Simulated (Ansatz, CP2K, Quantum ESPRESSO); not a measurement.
# SrZn₂ (P1, 6 atoms in the cell) computed with different codes at matched settings

Self-consistent single point, at a second geometry (atoms moved at random). First geometry:

```
CELL_PARAMETERS angstrom
     -2.37608     3.87441     3.83995
      2.37608    -3.87441     3.83995
      2.37608     3.87441    -3.83995
ATOMIC_POSITIONS crystal
  Sr 0.30347 0.05347 0.25000
  Sr 0.69653 0.94653 0.75000
  Zn 0.73249 0.66359 0.06890
  Zn 0.26751 0.33641 0.93110
  Zn 0.09469 0.66359 0.43110
  Zn 0.90531 0.33641 0.56890
```

Second geometry:
```xyz
6
Lattice="-2.3761 3.8744 3.8400 2.3761 -3.8744 3.8400 2.3761 3.8744 -3.8400" Properties=species:S:1:pos:R:3 pbc="T T T"
Sr    -0.0188     1.9768     0.3360
Sr     2.3694     1.9121     3.4093
Zn     0.0187     0.5397     5.1472
Zn     2.4307     3.3386    -1.2429
Zn     2.2873    -0.5476     1.2401
Zn     0.0409     4.4036     2.6300
```

Shared settings, as Ansatz (a quantum-chemistry and plane-wave program) writes them: kpoints.mp_grid.grid = 4 4 4; scf.occupations.method = gaussian; scf.occupations.width = 0.01 Ry. Potentials and cutoffs stand in the table.

```
code                                                                                   model  ΔF from the first geometry (meV/atom)  pressure (GPa)  largest force (eV/Å)       cutoff
----------------  --------------------------------------------------------------------------  -------------------------------------  --------------  --------------------  -----------
CP2K              PBEsol, GPW, DZVP-MOLOPT-SR-GTH basis, GTH-PBE potentials (GTH_POTENTIALS)                                    8.0           -1.04                     –  grid 600 Ry
Quantum ESPRESSO                        PBEsol, GBRV 1.5 ultrasoft (PBESOL) pseudopotentials                                    8.0           -1.90                 0.349        50 Ry
Ansatz                                                       PBEsol, PAW files made with PBE                                    7.9           -1.62                 0.346      default
```

Size of the force on each atom (eV/Å): Sizes of forces hide their directions.

```tsv
code	Sr1	Sr2	Zn3	Zn4	Zn5	Zn6
Quantum ESPRESSO	0.343	0.082	0.099	0.349	0.344	0.242
Ansatz	0.342	0.082	0.098	0.346	0.342	0.241
```

A dash marks a value that a program does not give, or that is left out as unsure.

The spread over the programs that give each value: ΔF from the first geometry within 0.1 meV/atom; pressure within 0.86 GPa; largest force within 0.003 eV/Å.

CP2K uses small atom-centred bases, whose incompleteness enters pressures, forces and empty levels differently from a plane-wave cutoff. Ansatz's pressure is given at a fixed set of plane waves, as the other plane-wave codes print theirs; with its correction for the finite basis it is -1.58 GPa.

The starting cell comes from a database of computed structures (which also holds hypothetical and non-ambient phases and stackings), without a prior relaxation at this level. Its lattice was rescaled by a random factor within 2.5 % of one. For this run, on top of that: atoms moved at random.

Left out of this page: Elk (not drawn, or without a comparable value).

Keys are those of Ansatz 0.2.
